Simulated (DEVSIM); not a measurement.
DEVSIM, 1D Poisson equation in equilibrium, Boltzmann statistics, complete ionisation; no quantum confinement or tunnelling. Metal contacts follow the ideal Schottky-Mott rule: no Fermi-level pinning, no interface dipoles.

System: Ti/HfO2/SiO2/p-Si capacitor, at 300 K.

| layer (left to right) | material | thickness (nm) | Na (cm⁻³) |
|---|---|---|---|
| 1 | HfO2 | 2.60 | - |
| 2 | SiO2 | 0.620 | - |
| 3 | Si | 4500 | 1.6e16 |

Metal gate on the left, work function 4.33 eV. Fixed charge at the semiconductor interface -2.6e11 cm⁻² (in units of +e); interface traps 3.8e11 cm⁻² eV⁻¹, uniform in energy, neutral level at 0.7 of the gap above the valence band.

This is a model device: material constants are rounded textbook-type values typed into the input, and sizes, dopings and lifetimes were drawn at random. Values at 300 K.

| parameter | HfO2 | SiO2 | Si |
|---|---|---|---|
| gap (eV) | 5.7 | 9 | 1.124 |
| affinity (eV) | 2.5 | 0.9 | 4.05 |
| permittivity | 22 | 3.9 | 11.7 |
| Nc (cm⁻³) | - | - | 2.86e19 |
| Nv (cm⁻³) | - | - | 3.1e19 |

One input was changed, with this effect: minimum of the low-frequency capacitance 0.105 → 0.123 μF/cm²; flat-band voltage -0.65 → -0.66 V; threshold voltage (band bending 2φF) 0.12 → 0.15 V; capacitance of the dielectric stack little changed (3.19 μF/cm²).

Which change was it?
(A) substrate doping 1.6e+16 → 3.2e+16 cm^-3
(B) gate work function 4.33 → 4.03 eV
(C) HfO2 thickness 0.0026 → 0.0022 μm
(D) interface trap density 3.8e+11 → 3e+11 cm^-2 eV^-1
(E) fixed charge -2.6e+11 → 6.64e+12 cm^-2

A, substrate doping 1.6e+16 → 3.2e+16 cm^-3
